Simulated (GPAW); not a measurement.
Band structure of Ti6PtAu (Pm-3, 8 atoms in the cell).

```xyz
8
Lattice="5.0561 0.0000 0.0000 0.0000 5.0561 0.0000 0.0000 0.0000 5.0561" Properties=species:S:1:pos:R:3 pbc="T T T"
Ti     0.0000     2.5281     3.8101
Ti     0.0000     2.5281     1.2461
Ti     3.8101     0.0000     2.5281
Ti     1.2461     0.0000     2.5281
Ti     2.5281     3.8101     0.0000
Ti     2.5281     1.2461     0.0000
Pt     0.0000     0.0000     0.0000
Au     2.5281     2.5281     2.5281
```

Computed with LDA (Perdew-Wang 92), GPAW PAW datasets LDA (gpaw-data 1.0.1) (plane waves; GPAW).

Settings: mode = pw; ecut = 850 eV; xc = LDA; kpts = 5 5 5; mesh shift (steps) = 0 0 0; occupations.name = methfessel-paxton; occupations.width = 0.136 eV; occupations.order = 0; nbands = -16; convergence.density = 1e-05 e/electron; convergence.energy = 1e-05 eV/electron; symmetry.symmorphic = false; symmetry.tolerance = 0.0005; maxiter = 150.

The starting cell comes from a database of computed structures (which also holds hypothetical and non-ambient phases and stackings), without a prior relaxation at this level. Spin-orbit coupling is off. Spin polarisation is off.

Levels in eV from the Fermi level, bands 47 to 53:
```
point     47     48     49     50     51     52    53
-----  -----  -----  -----  -----  -----  -----  ----
Γ      -0.86  -0.86  -0.86  -0.60  -0.60  -0.39  0.88
X      -0.56  -0.04   0.07   0.12   0.21   0.51  0.65
M      -0.45  -0.20  -0.18  -0.18   0.67   0.85  1.01
R      -0.05  -0.05  -0.05  -0.05  -0.05   1.28  1.28
```

Bands cross the Fermi level along this path, so the cell is metallic at this level.
